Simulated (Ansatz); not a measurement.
## Zr: Zr vacancy, symmetric start

Consider an 8-atom supercell of Zr in the hcp (Mg type) structure (space group P6_3/mmc, No. 194; a = 3.184 Å, c = 5.117 Å) at its relaxed geometry.

The change: one Zr atom is removed, atoms relaxed at fixed cell.

Level of theory: plane-wave PAW DFT at the PBEsol level (Ansatz, a program for electronic structure, 420 eV), no spin-orbit coupling. k-mesh 9×9×9 (Γ-centred); smearing 0.05 eV (Fermi–Dirac).

```yaml
energy_gained_by_relaxation: 0.04 eV
mean_distance_from_the_defect_site_to_its_nearest_host_atoms: 3.16 Å (base 3.15 Å)
```

Cost of the whole job for the changed cell (relaxation, final SCF and bands): very roughly 3 core-minutes.

In so small a cell the defect repeats every few ångströms: this is an ordered compound, not a dilute defect. The defect started on the symmetric site and kept its symmetry, so it may sit on a saddle. The final runs are not spin-polarised. The defect cell is not spin-polarised.
